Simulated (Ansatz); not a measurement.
The starting structures come from a database of crystals and need not be the phases stable at ambient conditions.

 Where the default PAW files enter, the runs use the earlier of Ansatz's two default sets.

By PBEsol, the system below comes out a metal.

A figure of merit of an interconnect metal is its ballistic conductance per area.

```yaml
crystal:
  lattice:
    - [2.77054, 0.00000, 0.00000]
    - [-1.38527, 2.39936, 0.00000]
    - [0.00000, 0.00000, 9.00227]
  atoms:
    - { symbol: Al, position: [0.00000, 0.00000, 0.00000] }
    - { symbol: Al, position: [0.00000, 0.00000, 0.50000] }
    - { symbol: Al, position: [0.33333, 0.66667, 0.25000] }
    - { symbol: Al, position: [0.66667, 0.33333, 0.75000] }
```

Space group of this cell: P6_3/mmc. The cell is strained (all lengths scaled by 0.98); by PBEsol its mean pressure is 7.9 GPa.

The current flows along the normal of the first two printed cell vectors, the (001) plane of the conventional cell. No spin-orbit coupling; the value is a mean over 0.1 eV about the Fermi level.

### Question
Give the ballistic conductance per area that PBEsol (Ansatz, a quantum-chemistry and plane-wave program) yields.

### Answer
1.3 × 10¹⁵ S/m² for both spins.
